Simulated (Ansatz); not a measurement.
TiOs in the CsCl type structure (space group Pm-3m, No. 221)

Space group Pm-3m (No. 221); a = 3.0614 Å, b = 3.0614 Å, c = 3.0614 Å, α = 90.00°, β = 90.00°, γ = 90.00°

```csv
atom,site,symmetry,x,y,z
Ti,1b,m-3m,0.5000,0.5000,0.5000
Os,1a,m-3m,0.0000,0.0000,0.0000
```

Method: PBEsol (Ansatz, a first-principles code; PAW; 420 eV plane waves; no spin-orbit coupling). Settings: 15×15×15 k-points, 0.05 eV Fermi–Dirac smearing.

The volume per atom comes out as 14.35 Å³ and the density comes out as 13.78 g/cm³. The band gap comes out as zero and the total energy comes out as -6863.183 eV/atom (σ→0; compares only within this code and set-up).

Whether these cells are dynamically stable was not tested. The final runs are not spin-polarised.
